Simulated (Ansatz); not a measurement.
Base system: Os in the hcp (Mg type) structure (space group P6_3/mmc, No. 194; relaxed with 0.1 eV smearing).

```xyz
2
Lattice="2.7290 0.0000 0.0000 -1.3645 2.3634 0.0000 0.0000 0.0000 4.3091" Properties=species:S:1:pos:R:3 pbc="T T T"
Os     1.3645     0.7878     3.2318
Os     0.0000     1.5756     1.0773
```

Cartesian axes are those of the cell as printed.

The values are results of PBEsol (Ansatz, a first-principles code; PAW; 420 eV plane waves; no spin-orbit coupling), not measurements.

For the base:

* **Pressure**: 0.0 GPa

It is then changed as follows: tensile biaxial strain of 0.50 % in the plane normal to [001], as in epitaxy on a mismatched substrate; the out-of-plane cell vector and the atoms relax.

Task: Estimate the effect on the out-of-plane strain.

Result: The out-of-plane strain amounts to -0.27 %.

Task: What happens to the pressure?

Result: The pressure (mean of the normal stresses, compression positive) goes from zero to -2.9 GPa.

Whether these cells are dynamically stable was not tested. The final runs are not spin-polarised.
